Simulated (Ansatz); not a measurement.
Ti under a change: biaxial strain −2.47 %, plane normal [001], relaxed out of plane

Consider Ti in the hcp (Mg type) structure (space group P6_3/mmc, No. 194; a = 2.9395 Å, c = 4.6539 Å; relaxed with 0.1 eV smearing). Axes: x lies along a and z along c of the hexagonal cell.

One thing is altered: compressive biaxial strain of 2.47 % in the plane normal to [001], as in epitaxy on a mismatched substrate; the out-of-plane cell vector and the atoms relax.

Method: Ansatz (a quantum-chemistry and plane-wave program), PBE, PAW, cutoff 420 eV, no SOC, earlier PAW set. Γ-centred 23×23×13 mesh, Fermi–Dirac width 0.1 eV.

| quantity | base | changed | shift |
|---|---|---|---|
| volume per atom | 17.41 Å³ | 16.91 Å³ | -0.50 Å³ |
| space group | P6_3/mmc (No. 194) | P6_3/mmc (No. 194) | – |
| shortest interatomic distance | 288.0 pm | 286.7 pm | -1.3 pm |
| band gap | zero | zero | – |
| out-of-plane strain | – | +2.11 % | – |
| ratio −ε⊥/ε∥ | – | 0.85 | – |
| mean in-plane stress (compression positive) | – | +5.1 GPa | – |

Final structure (turned so that z lies along the plane normal):

```
CELL_PARAMETERS angstrom
      2.86689     0.00000     0.00000
      1.43345     2.48280     0.00000
      0.00000     0.00000     4.75210
ATOMIC_POSITIONS crystal
  Ti 0.33333 0.33333 0.75000
  Ti 0.66667 0.66667 0.25000
```

Cost of the whole job for the changed cell (relaxation, final SCF and bands): very roughly 40 core-seconds.

Stability against distortions was not tested. All final runs are without spin polarisation.
